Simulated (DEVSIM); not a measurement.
Structure: Schottky contact on n-type InP, at 300 K.

Layer 1 from the left is InP, thickness (μm) 14.0, Nd (cm⁻³) 1.7e15, τn (s) 6.2e-8, τp (s) 6.2e-8.

Left contact: Schottky, work function 5.33 eV, emission velocity 1.6e6 cm/s. Right contact: ohmic. Voltage is applied to the left contact. Recombination: SRH at mid-gap. Mobility is μmin + (μ − μmin)/(1 + (N/Nref)^α).

The device is made up for the run: typed textbook-type constants, with dimensions and the other settings drawn at random. Values at 300 K.

InP: gap (eV) 1.344, affinity (eV) 4.38, permittivity 12.5, Nc (cm⁻³) 5.7e17, Nv (cm⁻³) 1.1e19, μn (cm²/Vs) 5200, μp (cm²/Vs) 170, μn,min 400, μp,min 10, Nref,n 3e17, Nref,p 4.9e17, αn 0.47, αp 0.62.

DEVSIM, 1D drift-diffusion, Boltzmann statistics, complete ionisation; no tunnelling, impact ionisation, image-force lowering or self-heating. Metal contacts follow the ideal Schottky-Mott rule: no Fermi-level pinning, no interface dipoles.

Dark forward current:

```
|V| (V)  |J| (A/cm²)
-------  -----------
0.05       2.632e-10
0.10        1.333e-9
0.15        6.929e-9
0.20        4.083e-8
0.25        2.622e-7
0.30        1.757e-6
0.35        1.198e-5
0.40        8.235e-5
0.45       0.0005673
0.50        0.003911
0.55         0.02692
0.60          0.1840
0.65           1.210
0.70           6.616
0.75           23.00
0.80           50.59
0.85           84.88
0.90           122.9
0.95           163.0
1.00           204.5
1.05           247.1
1.10           290.3
1.15           334.1
1.20           378.2
1.25           422.7
1.30           467.5
```

Work out the local ideality factor n = ΔV / (kT/q · ln(J2/J1)) between the rows 0.15 and 0.20 V, 0.45 and 0.50 V, 1.25 and 1.30 V.

kT/q = 25.85 mV. From 0.15 to 0.20 V: ln(4.083e-8/6.929e-9) = 1.774, n = 1.09, near the 1 of diffusion or emission over a barrier. From 0.45 to 0.50 V: ln(0.003911/0.0005673) = 1.931, n = 1.00, near the 1 of diffusion or emission over a barrier. From 1.25 to 1.30 V: ln(467.5/422.7) = 0.101, n = 19.20; the layers' resistance at their doping, Σ W/(qμN) = 0.0011 Ω cm², would take 48 mV of this step of 50 mV.

Estimate the current at 0.40 V for emission alone, J0 = q v N_band exp(−φB/kT), and read the barrier back from the simulated current.

φB = 0.950 eV, N_band = 5.70e17 cm⁻³, J0 = 1.60e-11 A/cm²; J = J0 (exp(qV/kT) − 1) = 8.40e-5 A/cm². The simulation gives 8.23e-5 A/cm²; the estimate lies 2.0 % above. Read backwards, the simulated current gives an apparent barrier of 0.951 eV. The estimate leaves out transport through the depletion region and minority injection.
